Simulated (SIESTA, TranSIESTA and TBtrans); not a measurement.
Run with TranSIESTA and TBtrans (open boundaries, self-consistent; PseudoDojo norm-conserving potentials, scalar-relativistic): Spin polarized, PAO.BasisSize DZP, PAO.EnergyShift 0.15 eV, XC.Authors PBE, Mesh.Cutoff 200 Ry, ElectronicTemperature 300 K, TS.Voltage 0.0 eV, TBT.Elecs.Eta 0.001 eV.

Device: Pd chain with one Ge atom in place of Pd. Leads: straight Pd chain, spacing 2.5 Å. Geometry: 3 atoms about the centre moved by SIESTA (PBE, DZP) to a largest force of 0.02 eV/Å, all others as built, motion along the axis alone.

### Question
Give the largest eigenchannel transmissions at the Fermi level (four at most) and the total.

### Answer
Up: 0.98 (total 0.98); down: 0.74, 0.11, 0.11 (total 0.96). The magnetic order of the leads was set by the start, and no other order was tried; the separate lead runs end at 0.76 (left) and 0.76 (right) μB an atom. The straight chain is held at its spacing; free chains may zigzag or dimerise.
